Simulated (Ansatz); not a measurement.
# A computed series for Sn: pressure series

Base system: Sn in the diamond structure (space group Fd-3m, No. 227; a = 6.5667 Å).

Cell and atoms are relaxed at each pressure.

The values are results of r2SCAN (Ansatz, a first-principles code), scalar-relativistic without spin-orbit coupling, not measurements.

Notes on the quantities. enthalpy: H = E + PV relative to the base's energy.

| case | lattice parameter a | enthalpy |
|---|---|---|
| base | 6.567 Å | – |
| pressure −2 GPa | 6.685 Å | -0.45 eV/atom |
| pressure −1 GPa | 6.621 Å | -0.22 eV/atom |
| pressure 3 GPa | 6.436 Å | +0.64 eV/atom |
| pressure 7 GPa | (withheld) | +1.45 eV/atom |
| pressure 15 GPa | 6.121 Å | +2.94 eV/atom |
| pressure 30 GPa | 5.896 Å | +5.47 eV/atom |
| pressure 50 GPa | 5.698 Å | +8.50 eV/atom |
| pressure 75 GPa | 5.525 Å | +11.94 eV/atom |
| pressure 100 GPa | 5.396 Å | +15.11 eV/atom |

Question: Some entries are withheld; estimate them.

Answer: 
- pressure 7 GPa, lattice parameter a: 6.305 Å

Load acts through the strain it causes; cell and atoms are relaxed under it. No phonon test of stability was made. Tetrahedral semiconductors of this kind turn to denser phases somewhere between about 1 and 50 GPa; those were not computed, so compressed cells here can lie past the real transition.
